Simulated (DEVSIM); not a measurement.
Device: Schottky contact on n-type Si, at 300 K.

Layer 1 from the left is Si, thickness (μm) 18.0, Nd (cm⁻³) 1.9e15, τn (s) 0.00044, τp (s) 0.00044.

Left contact: Schottky, work function 5.09 eV, emission velocity 2.5e6 cm/s. Right contact: ohmic. Voltage is applied to the left contact. Recombination: SRH at mid-gap. Mobility is constant in doping.

Constants are typed, rounded textbook-type inputs, not results; the design itself was drawn at random and stands for no fabricated device. Values at 300 K.

Si: gap (eV) 1.124, affinity (eV) 4.05, permittivity 11.7, Nc (cm⁻³) 2.86e19, Nv (cm⁻³) 3.1e19, μn (cm²/Vs) 1417, μp (cm²/Vs) 470.

Simulated with DEVSIM: 1D drift-diffusion, Boltzmann statistics, complete ionisation; no tunnelling, impact ionisation, image-force lowering or self-heating. Metal contacts follow the ideal Schottky-Mott rule: no Fermi-level pinning, no interface dipoles.

Dark forward current:

```tsv
|V| (V)	|J| (A/cm²)
0.05	6.530e-10
0.10	5.062e-9
0.15	3.527e-8
0.20	2.433e-7
0.25	1.679e-6
0.30	1.159e-5
0.35	8.002e-5
0.40	0.0005526
0.45	0.003813
0.50	0.02624
0.55	0.1774
0.60	1.101
0.65	5.438
0.70	19.56
0.75	51.89
0.80	108.9
0.85	194.0
0.90	308.8
0.95	453.9
1.00	628.9
1.05	833.2
1.10	1066
1.15	1325
1.20	1608
1.25	1915
1.30	2242
```

**Question.** Work out the local ideality factor n = ΔV / (kT/q · ln(J2/J1)) between the rows 0.15 and 0.20 V, 0.35 and 0.40 V, 1.25 and 1.30 V.

**Answer.** kT/q = 25.85 mV. From 0.15 to 0.20 V: ln(2.433e-7/3.527e-8) = 1.931, n = 1.00, near the 1 of diffusion or emission over a barrier. From 0.35 to 0.40 V: ln(0.0005526/8.002e-5) = 1.932, n = 1.00, near the 1 of diffusion or emission over a barrier. From 1.25 to 1.30 V: ln(2242/1915) = 0.158, n = 12.27.

**Question.** Estimate the current at 0.35 V for emission alone, J0 = q v N_band exp(−φB/kT), and read the barrier back from the simulated current.

**Answer.** φB = 1.040 eV, N_band = 2.86e19 cm⁻³, J0 = 3.86e-11 A/cm²; J = J0 (exp(qV/kT) − 1) = 2.93e-5 A/cm². The simulation gives 8.00e-5 A/cm²; the estimate lies 63 % below. Read backwards, the simulated current gives an apparent barrier of 1.014 eV. The estimate leaves out transport through the depletion region and minority injection.
